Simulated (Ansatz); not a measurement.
Consider Si in the diamond structure (space group Fd-3m, No. 227; a = 5.4021 Å). Axes: x, y, z lie along the cube axes.

Method: LDA, PAW, 420 eV (Ansatz, a first-principles code; scalar-relativistic without spin-orbit coupling).

Base values:

| Quantity | Result |
|---|---|
| Band gap | 0.45 eV |
| Valence-band top at Γ | 0.00, 0.00, 0.00 eV |

The change: tensile biaxial strain of 0.50 % in the plane normal to [001], as in epitaxy on a mismatched substrate; the out-of-plane cell vector and the atoms relax.

Task: Estimate the effect on the energy relative to the base.

Result: The energy rises by 0.5 meV/atom.

Task: Estimate the effect on the band gap.

Result: The band gap shrinks by 0.085 eV, from 0.45 eV to 0.36 eV.

Task: Predict the new valence-band top at Γ.

Result: The valence-band top at Γ (three highest levels, from the VBM) changes from 0.00, 0.00, 0.00 eV to 0.00, -0.06, -0.06 eV.

Whether these cells are dynamically stable was not tested.
